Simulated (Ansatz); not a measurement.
The parent structure is AlN in the wurtzite structure (space group P6_3mc, No. 186).

```yaml
crystal:
  lattice:
    - [3.11381, 0.00000, 0.00000]
    - [-1.55691, 2.69664, 0.00000]
    - [0.00000, 0.00000, 4.98335]
  atoms:
    - { symbol: Al, position: [0.33333, 0.66667, 0.00000] }
    - { symbol: Al, position: [0.66667, 0.33333, 0.50000] }
    - { symbol: N, position: [0.33333, 0.66667, 0.38200] }
    - { symbol: N, position: [0.66667, 0.33333, 0.88200] }
```

Calculations: PBEsol (Ansatz, a program for electronic structure; PAW; 420 eV plane waves; scalar-relativistic without spin-orbit coupling).

One change was made to it. Results:

The valence-band top at Γ (three highest levels, from the VBM) goes from 0.00, -0.22, -0.22 eV to 0.00, -0.35, -0.35 eV; the volume per atom decreases by 0.94 Å³ to 9.52 Å³; the c/a ratio decreases by 0.014, from 1.600 to 1.586; the width of the top valence band grows by 0.21 eV to 2.62 eV.

Task: What was done to the base?
(A) pressure 0.9 GPa
(B) pressure 9 GPa
(C) pressure 22.5 GPa

Result: C, pressure 22.5 GPa. For comparison, the valence-band top at Γ in the other runs: pressure 9 GPa gives 0.00, -0.27, -0.27 eV; pressure 0.9 GPa gives 0.00, -0.23, -0.23 eV.

The levels and masses belong to the bands next to the band gap. Load acts through the strain it causes; cell and atoms are relaxed under it. No phonon test of stability was made. Measured, AlN leaves this structure (for rock salt) near 14 GPa (temperature not stated; as listed in Datta, Sujoy, Jana, Debnarayan, arXiv (2020)), on rising pressure, with hysteresis.
